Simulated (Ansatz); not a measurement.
Input:

```
CELL_PARAMETERS angstrom
      4.67895     0.00000     0.00000
     -2.33947     4.05209     0.00000
      0.00000     0.00000     5.99070
ATOMIC_POSITIONS crystal
  Li 0.00000 0.00000 0.00000
  Li 0.00000 0.00000 0.50000
  Sn 0.66667 0.33333 0.25000
  Sn 0.33333 0.66667 0.75000
  Au 0.33333 0.66667 0.25000
  Au 0.66667 0.33333 0.75000
```

The numbers are results of PBEsol, DFPT electron-phonon coupling, linearised Boltzmann equation (plane waves, PAW, scalar-relativistic; Ansatz, a first-principles code), not measurements. Geometry: relaxed with this functional, without spin-orbit coupling.

Problem. Predict the intrinsic resistivity at 300 K.

Solution. 19.8 (x), 19.8 (y), 12.5 (z) μΩ·cm.

Problem. How long is the mean free path there?

Solution. 8.7 nm, weighted by the current that each state carries. Wires not much wider than this gain resistivity from their walls.

A metal at this level (no band gap). Only scattering by harmonic phonons is included (no impurities, grain boundaries, electron-electron scattering or thermal expansion). Spin-orbit coupling is left out, which matters with elements this heavy. The squared frequency of the phonon mode least converged on the k mesh is uncertain by about 18 %. The run warned that the eigensolver left some states short of its tolerance. Halving the electron mesh (20x20x16) moves the resistivity by up to 5 % at 300 K, the mean free path by up to 6 %. Smearing 0.20 eV; phonons on a 4x4x3 q mesh, which this run doesn't test.

Formula and space group known from diffraction (Crystallography Open Database), not checked to be the room-temperature form: LiAuSn (P6_3/mmc).
